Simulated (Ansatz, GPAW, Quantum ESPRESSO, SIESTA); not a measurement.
**Code comparison for Hf4AlSi (P1, 6 atoms in the cell)**

Self-consistent single point, at a second geometry (atoms moved at random). First geometry:

```xyz
6
Lattice="-3.3295 3.3295 2.6073 3.3295 -3.3295 2.6073 3.3295 3.3295 -2.6073" Properties=species:S:1:pos:R:3 pbc="T T T"
Hf     4.3560     1.0264     1.3037
Hf    -1.0264     4.3560     1.3037
Hf     2.3031    -1.0264     1.3037
Hf     1.0264     2.3031     1.3037
Al     0.0000     0.0000     2.6073
Si     0.0000     0.0000     0.0000
```

Second geometry:
```xyz
6
Lattice="-3.3295 3.3295 2.6073 3.3295 -3.3295 2.6073 3.3295 3.3295 -2.6073" Properties=species:S:1:pos:R:3 pbc="T T T"
Hf     4.3211     1.0086     1.2242
Hf    -0.9804     4.3426     1.2001
Hf     2.2497    -1.0336     1.4081
Hf     1.0669     2.3071     1.3195
Al    -0.0173    -0.0012     2.6826
Si     0.0190     0.0357    -0.0125
```

Shared settings, as Ansatz (a quantum-chemistry and plane-wave program) writes them: kpoints.mp_grid.grid = 6 6 6; scf.occupations.method = gaussian; scf.occupations.width = 0.1 eV. Potentials and cutoffs stand in the table.

```csv
code,model,ΔF from the first geometry (meV/atom),pressure (GPa),largest force (eV/Å),cutoff
SIESTA,"GGA PBEsol, numerical atomic orbitals DZP, PseudoDojo PBEsol standard norm-conserving potentials (rewritten from UPF to PSML)",22.4,-2.27,0.913,grid 300 Ry
Ansatz,"PBEsol, PAW files made with PBE",23.6,-1.61,0.950,default
Quantum ESPRESSO,"PBEsol, PseudoDojo standard norm-conserving (PBESOL) pseudopotentials",23.9,-1.34,0.951,60 Ry
GPAW,"PBEsol, GPAW PAW datasets PBEsol (made by gpaw-setup)",24.2,-1.08,0.961,600 eV
```

Size of the force on each atom (eV/Å): Sizes of forces hide their directions.

```csv
code,Hf1,Hf2,Hf3,Hf4,Al5,Si6
SIESTA,0.580,0.625,0.759,0.483,0.913,0.456
Ansatz,0.624,0.689,0.742,0.491,0.950,0.438
Quantum ESPRESSO,0.633,0.698,0.749,0.493,0.951,0.436
GPAW,0.641,0.705,0.761,0.498,0.961,0.444
```

On Ansatz's run: spin-orbit coupling is off.

The spread over the programs that give each value: ΔF from the first geometry within 1.8 meV/atom; pressure within 1.19 GPa; largest force within 0.048 eV/Å.

SIESTA uses small atom-centred bases, whose incompleteness enters pressures, forces and empty levels differently from a plane-wave cutoff. Ansatz's pressure is given at a fixed set of plane waves, as the other plane-wave codes print theirs; with its correction for the finite basis it is -1.57 GPa. In the force vectors, SIESTA (by 0.124) lies more than 0.08 eV/Å from the median of the plane-wave programs.

The starting cell comes from a database of computed structures (which also holds hypothetical and non-ambient phases and stackings), without a prior relaxation at this level. For this run, on top of that: atoms moved at random.

Keys are those of Ansatz 0.2.
